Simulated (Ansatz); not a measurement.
# What biaxial strain −0.20 %, plane normal [110], relaxed out of plane does to InAs

The reference is InAs in the zinc blende structure (space group F-43m, No. 216; a = 6.108 Å). Axes: x, y, z lie along the cube axes.

Modification: compressive biaxial strain of 0.20 % in the plane normal to [110], as in epitaxy on a mismatched substrate; the out-of-plane cell vector and the atoms relax.

Computed with Kohn–Sham DFT with the r2SCAN functional, run in Ansatz (an electronic-structure program) with PAW and 500 eV plane waves, no spin-orbit coupling, earlier PAW set. Γ-centred 9×9×9 mesh, Fermi–Dirac width 0.05 eV.

```tsv
quantity	base	changed	shift
volume per atom	28.49 Å³	28.42 Å³	-0.07 Å³
shortest interatomic distance	4.998 bohr	4.992 bohr	-0.006 bohr
energy relative to the base (free energy F)	0 meV/atom	+0.1 meV/atom	+0.1 meV/atom
band gap	0.08 eV	0.09 eV	+0.01 eV
gap character	direct at Γ	direct at Γ	–
valence-band top at Γ (three highest levels, from the VBM)	0.00, 0.00, 0.00 eV	0.00, 0.00, -0.02 eV	–
valley order (the lowest conduction-band minima on the path, energy above the VBM, named in the base's zone)	Γ 0.08 eV; L along ⟨111⟩ 1.25 eV	Γ 0.09 eV; L along [1-11] 1.23 eV; L along [111] 1.26 eV	–
out-of-plane strain	–	+0.15 %	–
mean in-plane stress (compression positive)	–	+0.2 GPa	–
```

Final structure (turned so that z lies along the plane normal):

```xyz
2
Lattice="4.3106 0.0000 0.0000 0.0000 6.0962 0.0000 2.1553 3.0481 2.1628" Properties=species:S:1:pos:R:3 pbc="T T T"
As     2.1553     1.5258     0.0000
In     0.0000    -0.0017     0.0000
```

Whether these cells are dynamically stable was not tested. The zero or small gap of InAs can change with the level of theory. k-point labels follow each cell's own Brillouin zone.
